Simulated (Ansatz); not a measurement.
We consider SiO2 (Imma, No. 74, 12 atoms in the cell; start mp-600000; a measured phase of this formula has another space group), described by r²SCAN+rVV10 (PAW; Ansatz, a quantum-chemistry and plane-wave program).

The input as run:

Ansatz 0.2 input:
```yaml
crystal:
  lattice:
    - [-2.6222791529, 4.6167273418, 4.4890379089]
    - [2.6222791529, -4.6167273418, 4.4890379089]
    - [2.6222791529, 4.6167273418, -4.4890379089]
  atoms:
    - { symbol: Si, position: [0.9181129189, 0.8408503467, 0.0772625722] }
    - { symbol: Si, position: [0.0818870811, 0.1591496533, 0.9227374278] }
    - { symbol: Si, position: [0.2635877746, 0.8408503467, 0.4227374278] }
    - { symbol: Si, position: [0.7364122254, 0.1591496533, 0.5772625722] }
    - { symbol: O, position: [0.114077559, 0.864077559, 0.25] }
    - { symbol: O, position: [0.885922441, 0.135922441, 0.75] }
    - { symbol: O, position: [0.7780386558, 0.5, 0.7780386558] }
    - { symbol: O, position: [0.2219613442, 0.5, 0.2219613442] }
    - { symbol: O, position: [0.2219613442, 0.0, 0.7219613442] }
    - { symbol: O, position: [0.7780386558, 0.0, 0.2780386558] }
    - { symbol: O, position: [0.0, 0.0, 0.0] }
    - { symbol: O, position: [0.5, 0.0, 0.5] }
basis:
  ecutwfc: 560
  ecutrho_ratio: 4
  xc_grid: 3
kpoints:
  mp_grid: { grid: [8, 8, 8] }
  band_path:
    path:
      - [0.0, 0.0, 0.0]
      - [0.083333, -0.083333, 0.083333]
      - [0.166667, -0.166667, 0.166667]
      - [0.25, -0.25, 0.25]
      - [0.333333, -0.333333, 0.333333]
      - [0.416667, -0.416667, 0.416667]
      - [0.5, -0.5, 0.5]
      - [0.443552, -0.443552, 0.556448]
      - [0.387103, -0.387103, 0.612897]
      - [0.330655, -0.330655, 0.669345]
      - [-0.330655, 0.330655, 0.330655]
      - [-0.283418, 0.283418, 0.283418]
      - [-0.236182, 0.236182, 0.236182]
      - [-0.188946, 0.188946, 0.188946]
      - [-0.141709, 0.141709, 0.141709]
      - [-0.094473, 0.094473, 0.094473]
      - [-0.047236, 0.047236, 0.047236]
      - [0.08106, 0.08106, -0.08106]
      - [0.162121, 0.162121, -0.162121]
      - [0.243181, 0.243181, -0.243181]
      - [0.324241, 0.324241, -0.324241]
      - [0.405302, 0.405302, -0.405302]
      - [0.486362, 0.486362, -0.486362]
      - [0.513638, -0.486362, 0.486362]
      - [0.0, 0.083333, 0.0]
      - [0.0, 0.166667, 0.0]
      - [0.0, 0.25, 0.0]
      - [0.0, 0.333333, 0.0]
      - [0.0, 0.416667, 0.0]
      - [0.0, 0.5, 0.0]
      - [0.125, 0.375, 0.125]
      - [0.25, 0.25, 0.25]
      - [0.3, 0.2, 0.2]
      - [0.35, 0.15, 0.15]
      - [0.4, 0.1, 0.1]
      - [0.45, 0.05, 0.05]
      - [0.5, 0.0, 0.0]
      - [0.375, 0.0, 0.0]
      - [0.25, 0.0, 0.0]
      - [0.125, 0.0, 0.0]
      - [0.0, 0.0, 0.083333]
      - [0.0, 0.0, 0.166667]
      - [0.0, 0.0, 0.25]
      - [0.0, 0.0, 0.333333]
      - [0.0, 0.0, 0.416667]
      - [0.0, 0.0, 0.5]
      - [0.125, 0.125, 0.375]
    npoints: 1
hamiltonian:
  xc: r2scan
  dispersion: rvv10
  pseudopotentials: { kind: paw }
scf:
  occupations: { method: fermi_dirac, width: 0.01 }
  convergence: { dr2_threshold: 0.0000000012 }
output:
  forces: true
  stress: true
  eigenvalues: true
  write_bands: true
```

The run printed, among other lines:

```
Crystal: 12 atoms, lattice volume = 217.383 Å³
Basis set: ecut = 560 eV, 6543 PW (Γ), exchange–correlation on 162×162×162 points (27 copies of the dense FFT grid, shifted against one another)
Bands: 44, of which v1, the nominal top of the filled ones, is band 32 counted from 1 (31 counted from 0)
Symmetry: 8 space group operations
Space group: Imma (ITA 74), of the structure as read, at distance tolerance 6.0e-5 Å
k-points: 95 of 512
Functional: x = r2scan, c = r2scan + rvv10(b = 11.95, C = 0.0093); τ floored in thin density (d = 2e-4 eV/Å³)
SCF iter   1: F=—  HF=-7115.250130 eV  |F-HF|=—  |Δ(HF+E_count)|=         —  Δρ=5.62e-3  dr2=6.39e-2  dr2_τ=1.04e0
SCF iter   2: F=—  HF=-7115.594685 eV  |F-HF|=—  |Δ(HF+E_count)|=   3.45e-1  Δρ=3.86e-3  dr2=2.04e-2  dr2_τ=1.40e-3
  ...
SCF iter   8: F=—  HF=-7115.592587 eV  |F-HF|=—  |Δ(HF+E_count)|=   2.39e-8  Δρ=3.07e-6  dr2=1.62e-8  dr2_τ=1.62e-9
SCF iter   9: F=-7115.592587 eV  HF=-7115.592587 eV  |F-HF|=4.64e-11  |Δ(HF+E_count)|=   2.84e-9  Δρ=4.46e-7  dr2=4.46e-10  dr2_τ=3.55e-11
SCF 1 converged in 9 iterations: F = -7115.592587 eV  dr2 = 4.46e-10
SCF converged after 9 iterations
Free energy (F): -7115.592587 eV
Internal energy: -7115.592587 eV  (E = F + TS)
E sigma→0 (E₀):  -7115.592587 eV
Fermi energy:    2.249700 eV
--- Forces (eV/Å), atoms counted from 1 ---
  atom   1  Si     0.00000000    -0.00098409     0.00124753
  atom   2  Si     0.00000000     0.00098409    -0.00124753
  atom   3  Si     0.00000000     0.00098409     0.00124753
  atom   4  Si     0.00000000    -0.00098409    -0.00124753
  atom   5  O      0.00000000     0.00000000    -0.00015399
  atom   6  O      0.00000000    -0.00000000     0.00015399
  atom   7  O      0.00000000     0.00015736     0.00000000
  atom   8  O      0.00000000    -0.00015736    -0.00000000
  atom   9  O      0.00000000    -0.00015736     0.00000000
  atom  10  O      0.00000000     0.00015736     0.00000000
  atom  11  O      0.00000000     0.00000000     0.00000000
  atom  12  O      0.00000000     0.00000000     0.00000000
--- Stress (GPa, compression-positive) ---
        0.003962       0.000000      -0.000000
        0.000000      -0.015303      -0.000000
       -0.000000      -0.000000      -0.003181
  P = ⅓ Tr σ = -0.0048 GPa (-0.048 kbar)
```

The PAW data were made under PBE.

A start named mp-… is a Materials Project structure, which need not be a measured phase.
